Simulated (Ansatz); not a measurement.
Consider BeSe in the zinc blende structure (space group F-43m, No. 216).

```
CELL_PARAMETERS angstrom
      0.00000     2.58883     2.58883
      2.58883     0.00000     2.58883
      2.58883     2.58883     0.00000
ATOMIC_POSITIONS crystal
  Se 0.75000 0.75000 0.75000
  Be 0.00000 0.00000 0.00000
```

Computed with Ansatz (an electronic-structure program), PBE, PAW, cutoff 420 eV, spin-orbit coupling left out, earlier PAW set.

Base values:

* **Shortest interatomic distance**: 2.242 Å
* **Band gap**: 2.67 eV

One thing is altered: cell and atoms relaxed at a pressure of 2.1 GPa.

Question: What happens to the shortest interatomic distance?

Answer: The shortest interatomic distance falls by 0.020 Å (2.242 Å → 2.222 Å).

Question: Predict the new band gap.

Answer: The band gap shrinks by 0.056 eV to 2.62 eV.

Load acts through the strain it causes; cell and atoms are relaxed under it. Whether these cells are dynamically stable was not tested.
